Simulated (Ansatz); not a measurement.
Effect of pressure 4.5 GPa on CdS

Base system: CdS in the zinc blende structure (space group F-43m, No. 216; a = 5.824 Å).

It is then changed as follows: a hydrostatic pressure of 4.5 GPa.

All numbers come from PBEsol (Ansatz, a quantum-chemistry and plane-wave program, PAW, spin-orbit coupling left out). Γ-centred 10×10×10 mesh, Fermi–Dirac width 0.05 eV.

The volume per atom shrinks by 1.511 Å³ to 23.18 Å³ and the density grows by 0.317 g/cm³, from 4.86 g/cm³ to 5.17 g/cm³. The shortest interatomic distance drops by 0.053 Å (2.522 Å → 2.469 Å) and the enthalpy H = E + PV relative to the base's energy comes out as +0.67 eV/atom. The band gap goes up by 0.124 eV to 1.14 eV and the gap character stays direct at Γ. The mean gap deformation potential ΔEg/Δln V comes out as -2.0 eV and the width of the top valence band goes up by 0.234 eV to 2.48 eV. The electron mass becomes 0.12 mₑ (at Γ) (base: 0.11 mₑ (at Γ)).

Cost of the whole job for the changed cell (relaxation, final SCF and bands): roughly 29 core-seconds.

Load acts through the strain it causes; cell and atoms are relaxed under it. Effective masses come from finite differences of ±0.01 Å⁻¹. No phonon test of stability was made. Tetrahedral semiconductors of this kind turn to denser phases somewhere between about 1 and 50 GPa; those were not computed, so compressed cells here can lie past the real transition.
